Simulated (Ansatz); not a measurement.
Start from HfO₂ (space group P4_2/nmc, No. 137; a = 3.568 Å, c = 5.167 Å).

The change: every lattice vector is shortened by 0.48 %; the atoms relax in the strained cell.

Levels (all Ansatz, a first-principles code, PAW, earlier PAW set): PBEsol (420 eV, no spin-orbit coupling); r2SCAN (500 eV, spin-orbit coupling left out).

The geometry is relaxed with PBEsol.

| Quantity | Result |
|---|---|
| PBEsol band gap | 4.54 eV |
| PBEsol smallest direct gap | 4.66 eV |
| PBEsol pressure | 3.12 GPa |

Problem. Predict the band gap, smallest direct gap and pressure from r2SCAN.

Solution. The band gap increases by 0.66 eV to 5.20 eV; the smallest direct gap grows by 0.668 eV (4.66 eV → 5.32 eV); the pressure goes up by 2.31 GPa (3.12 GPa → 5.43 GPa).

Single points use the geometry relaxed with PBEsol. Their cutoffs differ, which shifts pressures a little. With Hf present, leaving out spin-orbit coupling can change the band edges. Whether these cells are dynamically stable was not tested. This is not the structure that HfO2 has at room temperature and ambient pressure.
